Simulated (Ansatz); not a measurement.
System: AlB2-type HfB₂. Method: rVV10 in Ansatz (plane waves, PAW).

Run with plane-wave cutoff 520 eV, 24×24×16 k mesh (along the axes of the cell as run), Fermi–Dirac smearing 0.05 eV, scalar-relativistic PAW data made under PBE.

Energies at three volumes about the minimum:

```
V (Å³/atom)  E − E_lowest (meV/atom)
-----------  -----------------------
9.821                           3.18
10.021                          0.00
10.222                          2.98
```

Q: Fit a parabola by hand: where is the minimum, and what is the bulk modulus?

A: Slopes: (0.00 − 3.18)/(10.021 − 9.821) = -15.900 and (2.98 − 0.00)/(10.222 − 10.021) = 14.826 meV/Å³. Curvature E″ = 2 × (14.826 − (-15.900))/(10.222 − 9.821) = 153.247 meV/Å⁶. From the middle of the first interval, the slope vanishes at V0 = 9.9210 − (-15.900)/153.247 = 10.025 Å³/atom. B = V0 E″ = 10.025 × 153.247 meV/Å³ × 0.1602 GPa per meV/Å³ = 246 GPa. The full Birch–Murnaghan fit to all volumes gives V0 = 10.021 Å³/atom and B0 = 246 GPa.

Shape and atoms are relaxed at each volume.

Measured, for comparison: bulk modulus 282 GPa (room temperature, not corrected to a static lattice, hydrostatic curve from radial diffraction; as tabulated in Experimental and computational studies of compression and deformation behavior …); equilibrium volume per atom 9.91 Å³/atom (room temperature, not corrected to a static lattice; as tabulated in Burrage et al. (2022), doi:10.3390/ma15082762). Computed (rounded) less measured: bulk modulus -13 %, equilibrium volume per atom +1.1 %.

Note: the bulk modulus comes from volumes at which shape and atoms were relaxed.

Ansatz is a quantum-chemistry and plane-wave program.
